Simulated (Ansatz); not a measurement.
The parent structure is Ta in the bcc (W type) structure (space group Im-3m, No. 229; relaxed with 0.1 eV smearing).

```xyz
1
Lattice="-1.6530 1.6530 1.6530 1.6530 -1.6530 1.6530 1.6530 1.6530 -1.6530" Properties=species:S:1:pos:R:3 pbc="T T T"
Ta     0.0000     0.0000     0.0000
```

Cartesian axes are those of the cell as printed.

Method: plane-wave PAW DFT at the r2SCAN level (Ansatz, an electronic-structure program, 500 eV), no spin-orbit coupling.

Perturbation: tensile biaxial strain of 2.00 % in the plane normal to [001], as in epitaxy on a mismatched substrate; the out-of-plane cell vector and the atoms relax.

**Question.** Predict the new energy relative to the base and in-plane stress.

**Answer.** The energy grows by 10 meV/atom; the mean in-plane stress (compression positive) comes out as -4.2 GPa.

No phonon test of stability was made. The final runs are not spin-polarised.
